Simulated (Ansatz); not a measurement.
SrHfN2 (R-3m, No. 166, 4 atoms in the cell; start mp-9383)

Level of theory: PBE0 (PAW; Ansatz, a first-principles code).

Settings: plane-wave cutoff 460 eV, 8×8×8 k mesh, Fermi–Dirac smearing 0.01 eV, scalar-relativistic PAW data made under PBE.

Cell (relaxed with PBEsol):

```cif
data_HfN2Sr
_chemical_formula_sum 'Sr1 Hf1 N2'
_space_group_name_H-M_alt 'P 1'
_space_group_IT_number 1
_cell_length_a 6.16630
_cell_length_b 6.16630
_cell_length_c 6.16630
_cell_angle_alpha 31.231
_cell_angle_beta 31.231
_cell_angle_gamma 31.231
loop_
_space_group_symop_operation_xyz
  'x, y, z'
loop_
_atom_site_label
_atom_site_type_symbol
_atom_site_fract_x
_atom_site_fract_y
_atom_site_fract_z
_atom_site_occupancy
Sr1 Sr 0.00000 0.00000 0.00000 1
Hf1 Hf 0.50000 0.50000 0.50000 1
N1 N 0.23313 0.23313 0.23313 1
N2 N 0.76687 0.76687 0.76687 1
```

| Quantity | Value |
|---|---|
| band gap | 1.81 eV (on the SCF k mesh) |
| smallest direct gap on the k points sampled | 2.47 eV |
| direct gap at Γ | 4.25 eV |

Note: cell and atoms aren't relaxed at this level (largest force component 0.02 eV/Å, pressure 3.1 GPa).

Spin–orbit coupling is not included.

Static lattice: no zero-point or thermal effects.

A start named mp-… is a Materials Project structure, which need not be a measured phase.
